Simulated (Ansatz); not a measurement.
Consider BaTiHO₂ (space group P4/mmm, No. 123; a = 3.994 Å, c = 3.914 Å; ferromagnetic; a hypothetical phase, not in the database extracts checked). Axes: x, y, z lie along a, b, c of the conventional cell.

The change: biaxial strain −2.63 %, plane normal [001], relaxed out of plane (Cartesian); in-plane vectors clamped, the third vector and the atoms free.

Levels (all Ansatz, a quantum-chemistry and plane-wave program, PAW): PBEsol (420 eV, spin-orbit coupling left out); r2SCAN (500 eV, scalar-relativistic without spin-orbit coupling).

The geometry is relaxed with PBEsol.

PBEsol pressure: 7.2 GPa
PBEsol largest site moment: 0.29 μB
PBEsol magnetic state: weakly magnetic (sensitive to the mesh)

With r2SCAN at the same geometry, the pressure rises by 5.1 GPa to 12.3 GPa; the largest site moment goes up by 0.258 μB to 0.54 μB; the magnetic state changes from weakly magnetic (sensitive to the mesh) to ferromagnetic.

Other magnetic orders, which the real material may have, were not ruled out. Single points use the geometry relaxed with PBEsol. Their cutoffs differ, which shifts pressures a little. Whether these cells are dynamically stable was not tested. No Hubbard U is applied, and correlation can decide whether such a compound is a metal.
